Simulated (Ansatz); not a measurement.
## Cohesive energy of TaN (model structure, started from the NbAs type, I4₁md, No. 109, 4 atoms in the cell) at several levels of theory

No measured value is used here.

```csv
level (code),value (eV/atom),cell (Å³/atom)
LDA (Ansatz),9.22,10.43
PBE (Ansatz),…,10.92
PBEsol (Ansatz),8.50,10.63
PBE-D3(BJ) (Ansatz),8.27,10.70
r²SCAN (Ansatz),…,10.78
r²SCAN+rVV10 (Ansatz),7.95,10.71
```

Question: Fill in the missing entries.

Answer: 
- PBE (Ansatz, a quantum-chemistry and plane-wave program), value (eV/atom): 7.81
- r²SCAN (Ansatz), value (eV/atom): 7.67

Free atoms are spin-polarised, in the lowest state found; at levels without +SOC their spin–orbit coupling is left out.  Density-functional levels without +SOC have no spin–orbit coupling, which shifts binding energies of heavy elements. Each level is taken at its own relaxed cell. Cutoffs differ between the levels. Ansatz's density-functional and Hartree–Fock values are scalar-relativistic unless marked +SOC, with PAW data made under PBE.

A model structure was made by putting elements into a prototype or built by hand; it is no filed structure, need not be a known phase, and can be a saddle point held by its symmetry.
